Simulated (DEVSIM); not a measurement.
Structure: abrupt GaAs n-p junction, at 400 K.

| layer (left to right) | material | thickness (μm) | Nd (cm⁻³) | Na (cm⁻³) | τn (s) | τp (s) |
|---|---|---|---|---|---|---|
| 1 | GaAs | 3.80 | 5.2e16 | - | 3.9e-9 | 3.9e-9 |
| 2 | GaAs | 13.0 | - | 4.3e14 | 3.9e-9 | 3.9e-9 |

Left contact: ohmic. Right contact: ohmic. Voltage is applied to the left contact. Recombination: SRH at mid-gap, Auger. Mobility is constant in doping. Where it depends on doping, it is μmin + (μ − μmin)/(1 + (N/Nref)^α).

Constants are typed, rounded textbook-type inputs, not results; the design itself was drawn at random and stands for no fabricated device. Values at 300 K; Nc and Nv go as T^1.5, mobilities as T to minus their exponent, the gap by Varshni's rule with the affinity fixed. The table also holds parameters that only a changed run uses.

```csv
parameter,GaAs
gap (eV),1.424
affinity (eV),4.07
permittivity,12.9
Nc (cm⁻³),4.7e17
Nv (cm⁻³),9e18
μn (cm²/Vs),8500
μp (cm²/Vs),400
"μn,min",500
"μp,min",20
"Nref,n",6e16
"Nref,p",1.5e17
αn,0.39
αp,0.38
T exponent of μn,2.1
T exponent of μp,2.2
Cn (cm⁶/s),1e-30
Cp (cm⁶/s),1e-30
Varshni α (eV/K),0.000541
Varshni β (K),204
```

DEVSIM, 1D drift-diffusion, Boltzmann statistics, complete ionisation; no tunnelling, impact ionisation, image-force lowering or self-heating.

Base results: largest field in the device at zero bias (V/cm) 16000; dark forward voltage at 1 A/cm² (V) 0.695; potential step across the device at zero bias (V) 0.929; dark forward voltage at 100 A/cm² (V) 1.295.

Q: What follows from this one change: doping Nd of layer 1 5.2e+16 → 5.2e+15 cm^-3?

A: largest field in the device at zero bias 16000 → 9500 V/cm; dark forward voltage at 1 A/cm² little changed (0.696 V); potential step across the device at zero bias 0.929 → 0.849 V; dark forward voltage at 100 A/cm² 1.295 → 1.336 V.

Q: What follows from this one change: temperature 400 → 500 K?

A: largest field in the device at zero bias little changed (17000 V/cm); dark forward voltage at 1 A/cm² 0.695 → 0.468 V; potential step across the device at zero bias 0.929 → 0.739 V; dark forward voltage at 100 A/cm² 1.295 → 1.398 V.

Q: What follows from this one change: doping Na of layer 2 4.3e+14 → 4.3e+15 cm^-3?

A: largest field in the device at zero bias 16000 → 33000 V/cm; dark forward voltage at 1 A/cm² 0.695 → 0.749 V; potential step across the device at zero bias 0.929 → 1.008 V; dark forward voltage at 100 A/cm² 1.295 → 1.059 V.

Q: What follows from this one change: minority lifetime in layer 2 3.9e-09 → 3.9e-10 s?

A: largest field in the device at zero bias little changed (16000 V/cm); dark forward voltage at 1 A/cm² little changed (0.693 V); potential step across the device at zero bias little changed (0.929 V); dark forward voltage at 100 A/cm² 1.295 → 1.782 V.

Q: What follows from this one change: doping-dependent mobility in place of the constant one?

A: largest field in the device at zero bias little changed (16000 V/cm); dark forward voltage at 1 A/cm² 0.695 → 0.702 V; potential step across the device at zero bias little changed (0.929 V); dark forward voltage at 100 A/cm² 1.295 → 1.355 V.
